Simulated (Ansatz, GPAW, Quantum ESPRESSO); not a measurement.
## One structure in several programs: LaMg5 (Cm, 6 atoms in the cell)

Self-consistent single point, at a second geometry (lattice scaled by 0.98). First geometry:

```
LaMg5
1.0
    6.39735    -1.58424     0.00000
    6.39735     1.58424     0.00000
   -1.91517     0.00000     7.27625
La Mg
1 5
Direct
  0.38684   0.38684   0.27096
  0.00986   0.00986   0.99191
  0.66230   0.66230   0.33893
  0.06305   0.06305   0.62084
  0.33273   0.33273   0.67755
  0.71190   0.71190   0.93315
```

Shared settings, as Ansatz (an electronic-structure program) writes them: kpoints.mp_grid.grid = 5 5 3; scf.occupations.method = fermi_dirac; scf.occupations.width = 0.1 eV. Potentials and cutoffs stand in the table.

```tsv
code	model	ΔF from the first geometry (meV/atom)	pressure (GPa)	largest force (eV/Å)	cutoff
Quantum ESPRESSO	LDA (PZ), GBRV 1.5 ultrasoft (LDA) pseudopotentials	6.5	1.99	0.175	40 Ry
GPAW	LDA (Perdew-Wang 92), GPAW PAW datasets LDA (gpaw-data 1.0.1)	6.2	1.97	0.175	850 eV
Ansatz	LDA (PW92), PAW files made with PBE	5.9	1.93	0.175	420 eV
```

Size of the force on each atom (eV/Å): Sizes of forces hide their directions.

| code | La1 | Mg2 | Mg3 | Mg4 | Mg5 | Mg6 |
|---|---|---|---|---|---|---|
| Quantum ESPRESSO | 0.058 | 0.112 | 0.063 | 0.092 | 0.175 | 0.038 |
| GPAW | 0.059 | 0.111 | 0.062 | 0.094 | 0.175 | 0.037 |
| Ansatz | 0.060 | 0.110 | 0.062 | 0.095 | 0.175 | 0.035 |

The spread over the programs that give each value: ΔF from the first geometry within 0.6 meV/atom; pressure within 0.06 GPa; largest force within 0.000 eV/Å.

Ansatz's pressure is given at a fixed set of plane waves, as the other plane-wave codes print theirs. The same LDA comes in different parametrisations, which differ slightly.

The shared mesh is coarse (it stands for a supercell whose shortest vector is 16 Å), so the values are not converged in it.

The starting cell comes from a database of computed structures (which also holds hypothetical and non-ambient phases and stackings), without a prior relaxation at this level. Its lattice was rescaled by a random factor within 2.5 % of one. For this run, on top of that: lattice scaled by 0.98.

Left out of this page: ABINIT (with a known weakness of the program); CP2K (unsound by tests on forces, stress, charge or solver warnings).

Keys are those of Ansatz 0.2.
